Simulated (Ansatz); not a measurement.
For NbAs (I4₁md, No. 109, 4 atoms in the cell; start mp-2059), LDA in Ansatz (PAW) gives:

```
Item                              Result
------------------------------  --------
equilibrium lattice constant a   3.418 Å
lattice parameter c             11.529 Å
```

Q: What does r²SCAN-D4 (Ansatz, a first-principles code, plane waves, PAW) give for the same quantities?

A: 
- lattice constant a: 3.451 Å (increases by 1.0 %)
- lattice parameter c: 11.728 Å (increases by 1.7 %)

Changes are worked out from the printed values.

Unless a cell is named, each level is at its own relaxed cell (LDA 16.83, r²SCAN-D4 17.46 Å³/atom).

Caveats: the relaxation could not lower the start's symmetry, so the cell can be a saddle point above a distorted one (LDA, r²SCAN-D4). Ansatz's density-functional and Hartree–Fock values are scalar-relativistic unless marked +SOC, with PAW data made under PBE.

A start named mp-… is a Materials Project structure, which need not be a measured phase.
